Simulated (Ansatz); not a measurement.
Checking a run of Ansatz (a quantum-chemistry and plane-wave program) on Li₂In₂GeSe₆ (Cc, 22 atoms in the cell). The aim is a self-consistent single point with DFT, r2SCAN, plane waves, default PAW files made with PBE.

Cell that was meant: a = 7.4424 Å, b = 7.4424 Å, c = 12.7902 Å, α = 107.02°, β = 107.02°, γ = 60.72°.

Part of the input:

Ansatz 0.2 input:
```yaml
    - { symbol: Se, position: [0.75866000, 0.78796000, 0.16544000] }
    - { symbol: Se, position: [0.03772000, 0.56566000, 0.94130000] }
    - { symbol: Se, position: [0.56566000, 0.03772000, 0.44130000] }
total_charge: 1.0
kpoints:
  mp_grid: { grid: [2, 2, 1] }
hamiltonian:
```

Output (repeated stretches shortened):

```
WARN basis.ecutwfc = 500 eV, the default
WARN ansatz: RAYON_NUM_THREADS=1 ignored (pool sized by the plan → 1); use --threads N
   [... lines left out ...]
PAW frozen core: Se, regenerated for the run's functional
Initial density: superposition of atomic densities (neutral atoms scaled as one to the charged cell's electrons …
Initial wavefunctions: pseudopotential atomic-orbital guess
Eigensolver: davidson
Functional: x = r2scan, c = r2scan; τ floored in thin density (d = 2e-4 eV/Å³)
SCF iter   1: F=—  HF=-97634.703889 eV  |F-HF|=—  |Δ(HF+E_count)|=         —  Δρ=1.23e-2  dr2=8.24e-1  dr2_τ=6.89e-2  ethr=1.77e-3  ⟨swp⟩=6.0  Hψ=1980  notcnv=0  defer=6
all-band conjugate gradients solve this SCF's bands
preconditioner: auto → LDOS
SCF iter   2: F=—  HF=-97634.614176 eV  |F-HF|=—  |Δ(HF+E_count)|=   8.97e-2  Δρ=6.81e-3  dr2=2.56e-1  dr2_τ=7.05e-3  ethr=2.91e-4  ⟨swp⟩=3.0  Hψ=1087  notcnv=0  defer=55
   [... lines left out ...]
SCF iter   7: F=—  HF=-97634.448825 eV  |F-HF|=—  |Δ(HF+E_count)|=   3.39e-5  Δρ=1.50e-5  dr2=2.57e-6  dr2_τ=4.68e-8  ethr=9.62e-9  ⟨swp⟩=2.0  Hψ=753  notcnv=0  defer=55
SCF iter   8: F=—  HF=-97634.448825 eV  |F-HF|=—  |Δ(HF+E_count)|=   1.52e-7  Δρ=3.66e-6  dr2=1.67e-7  dr2_τ=3.25e-9  ethr=9.10e-10  ⟨swp⟩=2.0  Hψ=698  notcnv=0  defer=55
SCF iter   9: F=-97634.448825 eV  HF=-97634.448825 eV  |F-HF|=3.14e-8  |Δ(HF+E_count)|=   1.85e-8  Δρ=1.77e-6  dr2=4.12e-8  dr2_τ=1.22e-9  ethr=3.53e-11  ⟨swp⟩=10.7  Hψ=2492  notcnv=0
SCF 1 converged in 9 iterations: F = -97634.448825 eV  dr2 = 4.12e-8
Free energy (F): -97634.448825 eV
Internal energy: -97634.071950 eV  (E = F + TS)
E sigma→0 (E₀):  -97634.260387 eV
Entropy (-TS):   -0.376875 eV (-17.131 meV/atom)
Fermi energy:    4.982903 eV
--- Forces (eV/Å), atoms counted from 1 ---
  atom   1  Li     0.02198215    -0.00634395    -0.03382551
  atom   2  Li     0.02198215     0.00634395    -0.03382551
  atom   3  Li     0.01665715     0.00851750     0.05889608
  atom   4  Li     0.01665715    -0.00851750     0.05889608
  atom   5  In     0.04705067    -0.07293096     0.00657647
  atom   6  In     0.04705067     0.07293096     0.00657647
  atom   7  In    -0.12371911    -0.04947213    -0.07673482
   [... lines left out ...]
  atom  22  Se     0.03486390    -0.01411472    -0.06244959
--- Stress (GPa, compression-positive) ---
        0.421926       0.000000      -0.044154
        0.000000       0.224183       0.000000
       -0.044153       0.000000       0.132704
  P = ⅓ Tr σ = 0.2596 GPa (2.596 kbar)
  The stress holds the Pulay correction. Without it, at fixed plane waves, as pw.x and ABINIT print it: P = 0.2490 GPa
```

Question: Is anything amiss in this input, and did it matter?

Answer: The run is not sound. The fault is an unintended net charge. A charged periodic cell changes the electron count and is neutralised by a uniform background, so energy, forces and pressure belong to another system. To fix it, remove the charge. The run converged in 9 iterations without an error; against the sound input the pressure goes from -0.03 to 0.26 GPa, the largest force goes from 0.262 to 0.191 eV/Å and no clean gap remains on the mesh (levels overlap or are partly filled), against 1.59 eV before.

An input that runs soundly differs in these lines (not the only fix; some lines may just follow from the change or write a value another way):
```diff
-total_charge: 1.0
```

With that input, the run converged in 8 iterations: free energy E − TS (on the zero of these files) -97629.2706 eV; gap on the k-point mesh 1.59 eV; pressure -0.03 GPa; largest force (vector length) 0.262 eV/Å (DFT, r2SCAN, plane waves, default PAW files made with PBE).

On the sound input: the starting cell comes from a database of published, mostly measured structures (it also holds non-ambient and calculated ones), without a prior relaxation at this level. Its lattice was rescaled by a random factor within 2.5 % of one. Ansatz's pressure includes its estimate of the finite-basis (Pulay) stress.
